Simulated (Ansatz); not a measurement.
# HfN, response to strain

Start from HfN in the rock salt structure (space group Fm-3m, No. 225; a = 4.502 Å; relaxed with 0.1 eV smearing).

Strains are applied to the cell and any free atomic positions relax.

All numbers come from Kohn–Sham DFT with the PBEsol functional, run in Ansatz (a quantum-chemistry and plane-wave program) with PAW and 420 eV plane waves, without spin-orbit coupling.

Candidates:
(a) isotropic strain −2.50 %
(b) isotropic strain −1.00 %
(c) isotropic strain +1.00 %
(d) isotropic strain +1.50 %
(e) isotropic strain +0.50 %

Notes on the quantities. energy relative to the base: free energy F.

Order them by energy relative to the base, lowest first.

(e) isotropic strain +0.50 % (+2.2 meV/atom), (c) isotropic strain +1.00 % (+8.8 meV/atom), (b) isotropic strain −1.00 % (+9.4 meV/atom), (d) isotropic strain +1.50 % (+19 meV/atom), (a) isotropic strain −2.50 % (+62 meV/atom)

No phonon test of stability was made. The final runs are not spin-polarised. An odd electron count without spin: HfN.
